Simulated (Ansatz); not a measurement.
La under a change: uniaxial strain ε_yy = +2.94 %

Consider La (space group P6_3/mmc, No. 194; a = 3.784 Å, c = 12.068 Å; relaxed with 0.1 eV smearing). Axes: x lies along a and z along c of the hexagonal cell.

Perturbation: the cell is stretched by 2.94 % along y with no lateral relaxation, atoms relaxed at fixed cell.

All numbers come from r2SCAN/PAW in Ansatz (a first-principles code), scalar-relativistic without spin-orbit coupling. Settings: 18×18×5 k-points, 0.1 eV Fermi–Dirac smearing.

| quantity | base | changed | shift |
|---|---|---|---|
| volume per atom | 37.40 Å³ | 38.50 Å³ | +1.10 Å³ |
| space group | P6_3/mmc (No. 194) | Cmcm (No. 63) | – |
| shortest interatomic distance | 7.039 bohr | 7.048 bohr | +0.009 bohr |
| energy relative to the base (free energy F) | 0 meV/atom | +4.1 meV/atom | +4.1 meV/atom |
| pressure (mean of the normal stresses, compression positive) | 0.0 GPa | -0.6 GPa | -0.6 GPa |
| band gap | zero | zero | – |
| largest internal atomic displacement | – | 0.056 Å | – |
| stress (xx, yy, zz, yz, xz, xy; compression positive) | – | (-0.5, -1.2, -0.3, 0.0, 0.0, 0.0) GPa | – |

Final structure:

```
La
1.0
    3.78354     0.00000     0.00000
   -1.89177     3.37298     0.00000
    0.00000     0.00000    12.06805
La
4
Direct
  0.00000   0.00000   0.00000
  0.00000   0.00000   0.50000
  0.32498   0.64997   0.25000
  0.67502   0.35003   0.75000
```

Stability against distortions was not tested.
